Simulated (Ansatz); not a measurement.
How far PBE and r2SCAN part for Cu2O

The reference is Cu$_{2}$O (space group Pn-3m, No. 224; a = 4.298 Å).

(Cell as relaxed with PBE.)

Levels (all Ansatz, an electronic-structure program, PAW): PBE (420 eV, no spin-orbit coupling); r2SCAN (500 eV, without spin-orbit coupling).

Each level relaxes its own structure.

```json
[
 {"quantity": "volume per atom", "PBE": "13.24 Å³", "r2SCAN": "12.76 Å³"},
 {"quantity": "lattice parameter a", "PBE": "4.298 Å", "r2SCAN": "4.246 Å"},
 {"quantity": "band gap", "PBE": "0.48 eV", "r2SCAN": "0.79 eV"},
 {"quantity": "gap character", "PBE": "direct at Γ", "r2SCAN": "direct at Γ"},
 {"quantity": "electron mass", "PBE": "0.93 mₑ", "r2SCAN": "0.93 mₑ"}
]
```

PBE's volume per atom lies 0.48 Å³ above r2SCAN's (3.8 %); PBE's lattice parameter a lies 0.0527 Å above r2SCAN's (1.2 %); PBE's band gap lies 0.319 eV below r2SCAN's; the two agree on the gap character and electron mass. Neither level is exact; r2SCAN is the comparison here, not a measurement.

Effective masses come from finite differences of ±0.01 Å⁻¹. Whether these cells are dynamically stable was not tested. No Hubbard U is applied. All final runs are without spin polarisation.
